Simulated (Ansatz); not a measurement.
Input:

```xyz
2
Lattice="0.0000 2.7618 2.7618 2.7618 0.0000 2.7618 2.7618 2.7618 0.0000" Properties=species:S:1:pos:R:3 pbc="T T T"
Bi     4.1428     4.1428     4.1428
B      0.0000     0.0000     0.0000
```

No spin polarisation.

Level of theory: PBE (Ansatz, a quantum-chemistry and plane-wave program), scalar-relativistic without spin-orbit coupling, earlier PAW set. Γ-centred 10×10×10 mesh, Fermi–Dirac width 0.05 eV.

Q: Predict the gap character.

A: Direct at Γ.

Q: What is the computed band gap?

A: 0.14 eV.

Spin-orbit coupling, missing from the scalar runs, can matter with Bi. No phonon test of stability was made. The cell was made from BAs by this change: As → Bi; the result is a hypothetical phase, not in the database extracts checked. A zero or small gap of BiB can be the functional's error rather than a property of the material.
